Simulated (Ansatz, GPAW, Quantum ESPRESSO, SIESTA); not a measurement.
# Code comparison for Zr2Au (I4/mmm, 3 atoms in the cell)

Self-consistent single point.

```xyz
3
Lattice="-1.6502 1.6502 5.8255 1.6502 -1.6502 5.8255 1.6502 1.6502 -5.8255" Properties=species:S:1:pos:R:3 pbc="T T T"
Zr     0.0000     0.0000     7.6861
Zr     0.0000     0.0000     3.9648
Au     0.0000     0.0000     0.0000
```

Shared settings, as Ansatz (a first-principles code) writes them: kpoints.mp_grid.grid = 6 6 6; scf.occupations.method = fermi_dirac; scf.occupations.width = 0.05 eV. Potentials and cutoffs stand in the table.

```
code                                                                                                                                      model  pressure (GPa)  largest force (eV/Å)       cutoff
----------------  -----------------------------------------------------------------------------------------------------------------------------  --------------  --------------------  -----------
GPAW                                                                                      PBEsol, GPAW PAW datasets PBEsol (made by gpaw-setup)           -4.07                 0.035       550 eV
SIESTA            GGA PBEsol, numerical atomic orbitals TZP, PseudoDojo PBEsol standard norm-conserving potentials (rewritten from UPF to PSML)           -4.83                 0.015  grid 350 Ry
Ansatz                                                                                                          PBEsol, PAW files made with PBE           -3.87                 0.011      default
Quantum ESPRESSO                                                                           PBEsol, GBRV 1.5 ultrasoft (PBESOL) pseudopotentials           -4.03                 0.010        40 Ry
```

On Ansatz's run: spin-orbit coupling is off.

The spread over the programs that give each value: pressure within 0.96 GPa; largest force within 0.025 eV/Å.

SIESTA uses small atom-centred bases, whose incompleteness enters pressures, forces and empty levels differently from a plane-wave cutoff. Ansatz's pressure is given at a fixed set of plane waves, as the other plane-wave codes print theirs.

On the base mesh (10 10 10) the same programs gave: Ansatz pressure -3.87 GPa; Quantum ESPRESSO pressure -4.03 GPa; GPAW pressure -4.06 GPa; SIESTA pressure -4.85 GPa.

The starting cell comes from a database of computed structures (which also holds hypothetical and non-ambient phases and stackings), without a prior relaxation at this level.

Left out of this page: FLEUR (unsound by tests on forces, stress, charge or solver warnings).

Keys are those of Ansatz 0.2.
